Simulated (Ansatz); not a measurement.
An Ansatz (a first-principles code) run: C with a change (isotropic strain +2.50 %); PBE, PAW, 420 eV (Ansatz; scalar-relativistic without spin-orbit coupling).

Input:

Ansatz 0.2 input:
```yaml
crystal:
  lattice:
    - [0, 1.8304329763, 1.8304329763]
    - [1.8304329763, 0, 1.8304329763]
    - [1.8304329763, 1.8304329763, 0]
  atoms:
    - { symbol: C, position: [0, 0, 0] }
    - { symbol: C, position: [0.25, 0.25, 0.25] }
basis: { ecutwfc: 420, ecutrho_ratio: 4, xc_grid: 2, fft_grid_basis: typed }
kpoints: { mp_grid: { grid: [16, 16, 16] } }
hamiltonian:
  xc: pbe
  dispersion: none
  pseudopotentials: { kind: paw }
scf: { occupations: { method: fermi_dirac, width: 0.05 }, convergence: { dr2_threshold: 0.0000000002 } }
relax: { f_tol: 0.005, max_steps: 50 }
output: { forces: true, stress: true }
checkpoint: { write: state.ck, write_every: 1000 }
```

Output:

```
Relaxation: its limit of steps is 50 (relax.max_steps)
WARN ansatz: RAYON_NUM_THREADS=1 ignored (pool sized by the plan → 1); use --threads N
Pseudopotentials: kind: paw
Pseudopotential: C, paw, valence charge 4
Functional definition: PBE
Crystal: 2 atoms, lattice volume = 12.266 Å³
Basis set: ecut = 420 eV, 259 PW (Γ), exchange–correlation on 36×36×36 points (8 copies of the dense FFT grid, shifted against one another)
Bands: 8, of which v1, the nominal top of the filled ones, is band 4 counted from 1 (3 counted from 0)
Symmetry: 48 space group operations
Space group: Fd-3m (ITA 227), of the structure as read, at distance tolerance 2.3e-5 Å
k-points: 145 of 4096
Initial density: superposition of atomic densities (neutral atoms: chi_scale 0, normalization atom), corrected by the library's trained network
Initial wavefunctions: pseudopotential atomic-orbital guess
Eigensolver: davidson
Functional: x = pbe(κ = 0.804, μ = 0.2195149727645171), c = pbe(β = 0.06672455060314922)
SCF iter   1: F=—  HF=-501.535074 eV  |F-HF|=—  |Δ(HF+E_count)|=         —  Δρ=2.66e-3  dr2=5.22e-4  ethr=1.77e-3  ⟨swp⟩=4.7  Hψ=7486  notcnv=0
all-band conjugate gradients solve this SCF's bands
preconditioner: auto → none
SCF iter   2: F=—  HF=-501.534945 eV  |F-HF|=—  |Δ(HF+E_count)|=   1.29e-4  Δρ=1.28e-3  dr2=1.16e-4  ethr=6.53e-6  ⟨swp⟩=1.9  Hψ=2653  notcnv=0
SCF iter   3: F=—  HF=-501.534940 eV  |F-HF|=—  |Δ(HF+E_count)|=   5.19e-6  Δρ=1.19e-4  dr2=1.07e-6  ethr=1.45e-6  ⟨swp⟩=2.9  Hψ=1784  notcnv=0
SCF iter   4: F=—  HF=-501.534939 eV  |F-HF|=—  |Δ(HF+E_count)|=   2.00e-7  Δρ=2.18e-5  dr2=2.04e-8  ethr=1.34e-8  ⟨swp⟩=2.4  Hψ=1702  notcnv=0
SCF iter   5: F=—  HF=-501.534939 eV  |F-HF|=—  |Δ(HF+E_count)|=   1.85e-8  Δρ=2.58e-6  dr2=3.20e-10  ethr=2.55e-10  ⟨swp⟩=2.2  Hψ=1752  notcnv=0
SCF iter   6: F=-501.534939 eV  HF=-501.534939 eV  |F-HF|=7.39e-13  |Δ(HF+E_count)|=  1.82e-10  Δρ=1.20e-7  dr2=3.41e-13  ethr=2.50e-12  ⟨swp⟩=4.0  Hψ=3473  notcnv=0
SCF 1 converged in 6 iterations: F = -501.534939 eV  dr2 = 3.41e-13
relax step   1: F+E_penalty+E_count = -501.53493937 eV  Δ(F+E_penalty+E_count) = +0.000e0 eV  max|allowed force component| = 5.551e-17 eV/Å  Δτ_max = 0.0000 Å  (6 SCF iters, accepted)
the relaxation is at rest under the 48 symmetry operations that the run kept from its start: a minimum is not shown …
SCF converged after 6 iterations
Free energy (F): -501.534939 eV
Harris-Foulkes:  -501.534939 eV  (|F-HF|=7.39e-13)
Internal energy: -501.534939 eV  (E = F + TS)
E sigma→0 (E₀):  -501.534939 eV
Fermi energy:    13.914374 eV
--- Per-component energies (eV) ---
  E_band       = 27.495895
  E_kinetic    = 179.321251
  E_local      = -128.134829  (includes V_loc(G=0)·N_el)
  E_nonlocal   = 52.458804
  E_hartree    = 27.886152
  E_xc         = -96.059571
  E_vxc        = -119.152032  (∫ρ·V_xc dr)
  E_paw        = -197.991973  (= ΣΔE_a)
  E_vpaw       = -12.769622  (= ΣTr[D̂ρ^β])
  E_aug_tail   = 0.000020  (compensation charges beyond the density's cutoff)
  E_ewald      = -339.014793
  E_smearing   = -0.000000  (= −TS)
  E_closure    = 0.000000  (closes the sum)
  Σ components = -501.534939   (vs F -501.534939, Δ=0.00e0)
  [band-id]    e_kinetic+e_local+e_nonlocal+2·e_hartree+e_vxc+e_vpaw+e_augmentation_tail = 27.495896   (vs E_band 27.495895, Δ=1.34e-6)
--- Forces (eV/Å), atoms counted from 1 ---
  atom   1  C      0.00000000    -0.00000000     0.00000000
  atom   2  C      0.00000000     0.00000000     0.00000000
  max |Σ_I F_I| component: 4.81e-16 eV/Å
--- Stress (GPa, compression-positive) ---
      -27.916422      -0.000000      -0.000000
        0.000000     -27.916422      -0.000000
        0.000000       0.000000     -27.916422
  P = ⅓ Tr σ = -27.9164 GPa (-279.164 kbar)
  The stress holds the Pulay correction. Without it, at fixed plane waves, as pw.x and ABINIT print it: P = -28.9247 GPa
  The stress includes an estimate of the error left by incomplete SCF convergence (largest component -0.0000 GPa).
--- Band table ---
  band table: none
--- Relaxed structure (1 steps of the walk, 1 accepted, 0 SCFs on fresh bases) ---
  F+E_penalty+E_count = -501.53493937 eV   max|allowed force component| = 5.551e-17 eV/Å
  atoms:
    - { symbol: C, position: [0.0, 0.0, 0.0] }
    - { symbol: C, position: [0.25, 0.25, 0.25] }
```

Whether these cells are dynamically stable was not tested. The cell was made from C in the diamond structure (space group Fd-3m, No. 227) by this change: isotropic strain +2.50 %.
